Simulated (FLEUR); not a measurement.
Input and output of a self-consistent single point for BaMg6W (P4/mmm, 8 atoms in the cell) (FLEUR).

Method of the run: PBEsol, all-electron FLAPW (FLEUR), scalar-relativistic valence run with FLEUR.

```
CELL_PARAMETERS angstrom
      6.66290     0.00000     0.00000
      0.00000     6.66290     0.00000
      0.00000     0.00000     4.35240
ATOMIC_POSITIONS crystal
  Ba 0.00000 0.00000 0.50000
  Mg 0.00000 0.50000 0.50000
  Mg 0.50000 0.00000 0.50000
  Mg 0.71138 0.28862 0.00000
  Mg 0.28862 0.71138 0.00000
  Mg 0.71138 0.71138 0.00000
  Mg 0.28862 0.28862 0.00000
  W  0.50000 0.50000 0.50000
```

Reference input (self-consistent single point, DFT, LDA (Perdew-Zunger), all-electron FLAPW (FLEUR), scalar-relativistic valence): Kmax = 4.1 1/bohr; GmaxXC = 14.3 1/bohr; xcFunctional = pz; jspins = 1; l_soc = F; mode = hist; fermiSmearingEnergy = 0.00367493 Htr; mesh (inpgen div1-3) = 3 3 5; inpgen gamma flag = false; Gmax = 14.3 1/bohr; numbands = 0; maxIterBroyd = 25. This run's input differs from it in these lines:

```diff
@@ -20,3 +20,3 @@
 &comp jspins=1 /
-&exco xctyp='pz' /
+&exco xctyp='PBEs' /
 &kpt div1=3 div2=3 div3=5 /
@@ -33,3 +33,3 @@
       <coreElectrons ctail="T" frcor="F" kcrel="0" coretail_lmax="0"/>
-      <xcFunctional name="pz" relativisticCorrections="F"/>
+      <xcFunctional name="PBEs" relativisticCorrections="F"/>
       <magnetism jspins="1"/>
```

The program printed (abridged):

```
 Iteration:     1   Distance:       8.32981708 me/bohr^3
 Iteration:     2   Distance:       5.45131652 me/bohr^3
 Iteration:     3   Distance:       4.91802914 me/bohr^3
 Iteration:     4   Distance:       2.89511045 me/bohr^3
 Iteration:     5   Distance:       2.19367687 me/bohr^3
   [... 11 lines left out ...]
 Iteration:    17   Distance:       0.00008456 me/bohr^3
 Iteration:    18   Distance:       0.00014873 me/bohr^3
 Iteration:    19   Distance:       0.00001845 me/bohr^3
 Iteration:    20   Distance:       0.00000945 me/bohr^3
 Reset of history
 Run finished successfully
 Stop message:
   Structural relaxation: new displacements generated

[file out, last iteration]
             iter=     21
[...]
          total density-effective poten   -4.3639875552E+04
          total charge density-energy d   -6.1174051578E+02
 Updated energy parameters for spin:           1
[...]
 fermi energy and band-weighting factors:

[...]
FERMIE:
          first approx. to ef    (T=0)  :   0.197878 htr   (energy of the highest occ. eigenvalue)
          number of occ. states  (T=0)  :        377
          first approx. to seigv (T=0)  : -92.037525 htr
          sum of weights of occ. states :  42.022222
          sum of semicore charge        :   0.000000 e
FERHIS:  Fermi-Energy by histogram:
          bandgap                     :   0.001058 htr
   [... lines left out ...]
          charge neutrality (T=0)     :   0.044444    (zero if the highest occ. eigenvalue is "entirely" occupied)
     EF_NEWTON:  Adjust Fermi-Energy by Newton-Method.
 Direct bandgap for spin            1 :    9.1126653496496901E-003  Htr
 ---->    free energy=                    -25496.9065225913 htr
   [... lines left out ...]
 TOTAL FORCE FOR ATOM TYPE=  2  X=  0.000   Y=  6.296   Z=  4.112
                       FX_TOT= 0.000000 FY_TOT= 0.000000 FZ_TOT= 0.000000
 TOTAL FORCE FOR ATOM TYPE=  3  X= -3.634   Y=  3.634   Z=  0.000
                       FX_TOT= 0.000549 FY_TOT=-0.000549 FZ_TOT= 0.000000
 TOTAL FORCE FOR ATOM TYPE=  4  X=  6.296   Y=  6.296   Z=  4.112
                       FX_TOT= 0.000000 FY_TOT= 0.000000 FZ_TOT= 0.000000
```

The run converged in 20 iterations. FLEUR gives forces in its relaxation mode, with a further iteration, so its stop message speaks of a relaxation. Against the reference run the largest force goes from 0.066 to 0.040 eV/Å.

The starting cell comes from a database of computed structures (which also holds hypothetical and non-ambient phases and stackings), without a prior relaxation at this level. Its lattice was rescaled by a random factor within 2.5 % of one. Spin-orbit coupling is off. Spin polarisation is off. Values depend on the basis (sphere radii, cutoffs, local orbitals), which need not be converged. The log's line on a gap gives a spacing of levels on this mesh, which the program prints for metals too.

Cost on one core of a shared machine: roughly 4 min.
